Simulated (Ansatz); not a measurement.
Cost and result by functional for the surface energy of the (320) surface of fcc Rh in its 1x1 cell, outermost plane spacing 0.53 Å in the ideal cut, in Ansatz (plane waves, PAW). Single points on the PBE structure, on one kind of machine; costs are rough ratios of the slab run's core time (references not counted) to the cheapest single point. r2SCAN's cost holds its higher cutoff (500 against 420 eV). Differences are taken against r2SCAN for comparison alone: no measured value is at hand, so the table doesn't rank accuracy.

Slab: 20 atoms, 10.1 Å thick at the start (thin: gaps and levels are the slab's own); k 10x6x1, smearing 0.1 eV, dipole-corrected; all atoms relaxed; held to the part of the start's symmetry that mesh and held atoms allow; no spin, no spin-orbit, no U. These notes are the PBE run's.

| functional | relative cost | surface energy (J/m²) | less r2SCAN (J/m²) |
|---|---|---|---|
| PBEsol | 1 | 2.96 | 0.23 |
| RPBE | 1 | 2.23 | -0.51 |
| LDA | 1 | 3.17 | 0.44 |
| r2SCAN | 2 | 2.74 | 0.00 |
| PBE (the relaxed run's value) | – | 2.51 | -0.23 |

The values span 0.94 J/m², while the single points' costs differ by a factor of roughly 2. Differences are of unrounded values.

Ansatz is an electronic-structure program.
